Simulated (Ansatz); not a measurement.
Start from Ir in the fcc (Cu type) structure (space group Fm-3m, No. 225; relaxed with 0.1 eV smearing).

```xyz
1
Lattice="0.0000 1.9059 1.9059 1.9059 0.0000 1.9059 1.9059 1.9059 0.0000" Properties=species:S:1:pos:R:3 pbc="T T T"
Ir     0.0000     0.0000     0.0000
```

Cartesian axes are those of the cell as printed.

All numbers come from DFT with LDA, PAW potentials and a 420 eV plane-wave cutoff in Ansatz (a program for electronic structure), no spin-orbit coupling.

Now apply this change: the cell is stretched by 0.50 % along z with no lateral relaxation; the atoms relax in the strained cell.

### Question
What happens to the energy relative to the base and stress?

### Answer
The energy rises by 0.7 meV/atom; the stress (xx, yy, zz, yz, xz, xy; compression positive) comes out as (-1.3, -1.3, -3.3, 0.0, 0.0, 0.0) GPa.

Stability against distortions was not tested. All final runs are without spin polarisation.
